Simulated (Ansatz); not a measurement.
**Response to strain in BeTe**

Consider BeTe in the zinc blende structure (space group F-43m, No. 216).

```yaml
crystal:
  lattice:
    - [0.00000, 2.82841, 2.82841]
    - [2.82841, 0.00000, 2.82841]
    - [2.82841, 2.82841, 0.00000]
  atoms:
    - { symbol: Be, position: [0.00000, 0.00000, 0.00000] }
    - { symbol: Te, position: [0.25000, 0.25000, 0.25000] }
```

Cartesian axes are those of the cell as printed.

Strains are applied to the cell and any free atomic positions relax; under biaxial strain the out-of-plane vector relaxes too.

Calculations: plane-wave PAW DFT at the r2SCAN level (Ansatz, a program for electronic structure, 500 eV), without spin-orbit coupling.

Notes on the quantities. energy relative to the base: free energy F.

| biaxial strain, plane normal [111], relaxed out of plane (%) | energy relative to the base (meV/atom) |
|---|---|
| 0 | 0.0 |
| 0.42 | 0.3 |
| 0.83 | 1.4 |
| 1.25 | 3.1 |
| 1.67 | 5.4 |
| 2.08 | ? |
| 2.5 | 11.9 |

Problem. Fit ΔE = Aε² + Bε³ (ε in %) to the rows shown and predict the withheld row.

Solution. Least squares on the printed values gives A = 2.03 and B = -0.052 meV/atom (largest residual 0.1 meV/atom); this predicts 8.3 meV/atom, and the run gives 8.3 meV/atom, in agreement.

Stability against distortions was not tested.
